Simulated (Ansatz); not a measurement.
Results of HSE06-D3(BJ) in Ansatz (plane waves, PAW) for 1T (CdI2-type) MgI2.

Settings: plane-wave cutoff 500 eV, 6×6×4 k mesh (along the axes of the cell as run), gaussian smearing 0.02 eV, scalar-relativistic PAW data made under PBE.

Computed at the level's own relaxed cell.

Predict the volume per atom, lattice parameter a and lattice parameter c.


volume per atom: 32.23 Å³/atom
lattice parameter a: 4.086 Å
lattice parameter c: 6.688 Å

Measured, for comparison: lattice constant a 4.14 Å, lattice parameter c 6.88 Å (temperature not stated, copied from a table, unchecked, no zero-point or thermal correction; as tabulated in Crystal Structures 1, 239 (1963)). Computed (rounded) less measured: lattice constant a not scored (unchecked), lattice parameter c not scored (unchecked). A static lattice is as a rule a little smaller and stiffer than an uncorrected measurement, which narrows the difference in the lattice constant a and would widen misses of the other sign.

Spin–orbit coupling is not included.

Static lattice: no zero-point or thermal effects.

Cost on a shared machine: roughly 21 core-minutes.

Ansatz is a first-principles code.
